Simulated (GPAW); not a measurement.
GPAW run on LaSiNi4 (P1, 6 atoms in the cell): self-consistent single point.

Computed with LDA (Perdew-Wang 92), GPAW PAW datasets LDA (gpaw-data 1.0.1) (plane waves; GPAW).

The change in words: lattice scaled by 0.98. Reference geometry:
```
CELL_PARAMETERS angstrom
      2.60688    -4.11702     0.00000
      2.60688     4.11702     0.00000
      0.00000     0.00000     3.94953
ATOMIC_POSITIONS crystal
  La 0.00599 0.01195 0.00905
  Si 0.48934 0.51531 0.49364
  Ni 0.34440 0.65339 0.99896
  Ni 0.65528 0.33872 0.98606
  Ni 0.50329 0.00002 0.48381
  Ni 0.00170 0.48060 0.52848
```

Reference input (self-consistent single point, DFT LDA (Perdew-Wang 92), plane waves, GPAW PAW datasets LDA (gpaw-data 1.0.1)): mode = pw; ecut = 850 eV; xc = LDA; kpts = 4 4 5; mesh shift (steps) = 0 0 0; occupations.name = fermi-dirac; occupations.width = 0.1 eV; nbands = -12; symmetry.symmorphic = false; symmetry.tolerance = 0.0005; maxiter = 120. This run's input differs from it in these lines:

```diff
@@ -5,11 +5,11 @@
 atoms = Atoms(['La', 'Si', 'Ni', 'Ni', 'Ni', 'Ni'],
-              cell=[[2.606880, -4.117015, 0.000000],
-                    [2.606880, 4.117015, 0.000000],
-                    [0.000000, 0.000000, 3.949530]],
-              positions=[[0.046770, 0.024550, 0.035739],
-                         [2.618989, 0.106939, 1.949658],
-                         [2.601129, 1.272125, -0.004108],
-                         [2.591249, -1.303291, -0.055041],
-                         [1.312082, -2.071982, 1.910818],
-                         [1.257298, 1.971647, 2.087236]],
+              cell=[[2.554742, -4.034675, 0.000000],
+                    [2.554742, 4.034675, 0.000000],
+                    [0.000000, 0.000000, 3.870539]],
+              positions=[[0.045835, 0.024059, 0.035025],
+                         [2.566609, 0.104801, 1.910664],
+                         [2.549106, 1.246682, -0.004025],
+                         [2.539424, -1.277225, -0.053940],
+                         [1.285840, -2.030543, 1.872602],
+                         [1.232152, 1.932214, 2.045491]],
               pbc=True)
```

Log, with long lists cut:

```
     iter     time        total  log10-change:
                         energy   eigst   dens
iter:   1 --:--:--   -49.101349
iter:   2 --:--:--   -48.613390   -0.15  -1.47
iter:   3 --:--:--   -48.194204   -0.59  -1.55
iter:   4 --:--:--   -48.205710   -1.13  -1.69
iter:   5 --:--:--   -48.325611   -1.34  -1.87
iter:   6 --:--:--   -48.314715   -1.98  -2.02
iter:   7 --:--:--   -48.288516c  -1.94  -2.08
iter:   8 --:--:--   -48.260442   -2.61  -2.47
iter:   9 --:--:--   -48.259129c  -3.58  -2.64
iter:  10 --:--:--   -48.256910c  -3.65  -2.75
iter:  11 --:--:--   -48.256153c  -3.97  -3.07
iter:  12 --:--:--   -48.255834c  -4.62  -3.24
iter:  13 --:--:--   -48.255715c  -4.87  -3.29
iter:  14 --:--:--   -48.255610c  -5.11  -3.40
iter:  15 --:--:--   -48.255570c  -5.47  -3.54
iter:  16 --:--:--   -48.255493c  -5.76  -3.57
iter:  17 --:--:--   -48.255435c  -5.52  -3.71
iter:  18 --:--:--   -48.255458c  -5.81  -4.00c
iter:  19 --:--:--   -48.255466c  -6.66  -4.28c
iter:  20 --:--:--   -48.255468c  -7.09  -4.45c
iter:  21 --:--:--   -48.255473c  -7.15  -4.52c
iter:  22 --:--:--   -48.255473c  -7.68c -4.70c
Converged after 22 iterations.

Dipole moment: (-2.531437, -1.162840, -0.802331) |e|*Ang

Energy contributions relative to reference atoms: (reference = -403999.719573)

Kinetic:        +60.911194
Potential:      -42.205585
External:        +0.000000
XC:             -66.532421
Entropy (-ST):   -0.119163
Local:           -0.369080
SIC:             +0.000000
--------------------------
Free energy:    -48.315055
Extrapolated:   -48.255473

Showing only first 2 kpts
 Kpt  Band  Eigenvalues  Occupancy
  0    37     10.37409    1.94148
  0    38     10.43472    1.89525
  0    39     10.50781    1.79406
  0    40     10.62080    1.47565

  1    37      9.85517    1.99966
  1    38     10.40402    1.92186
  1    39     10.43370    1.89626
  1    40     10.73704    0.93625

Fermi level: 10.72427

No gap
   [... lines left out ...]
  0 La   -0.50383   -0.53811   -0.08706
  1 Si    0.10652   -1.43213    0.18579
  2 Ni    0.24995    0.63987    0.04879
  3 Ni    0.07656    0.20760    0.65406
  4 Ni    0.24024    0.31836    0.49072
  5 Ni   -0.16927    0.80497   -1.29255

Stress tensor:
    -0.029152     0.002661     0.000462
     0.002661    -0.037896    -0.001105
     0.000462    -0.001105    -0.036998
Stress (GPa, Voigt): [-4.6707 -6.0715 -5.9277 -0.1771  0.074   0.4263]
```

The run converged in 22 iterations. GPAW prints stress with tension positive. Against the reference run the free energy stays essentially unchanged (within 1 meV/atom), the pressure goes from -4.66 to 5.56 GPa and the largest force goes from 1.210 to 1.532 eV/Å.

The starting cell comes from a database of computed structures (which also holds hypothetical and non-ambient phases and stackings), without a prior relaxation at this level. Its atoms were displaced at random from the sites of space group no. 65. For this run, on top of that: lattice scaled by 0.98. Spin polarisation is off. With a pressure of about 6 GPa the cell is away from its equilibrium volume at this level. Forces in this geometry exceed 1 eV/Å.

Cost on one core of a shared machine: roughly 10 min.
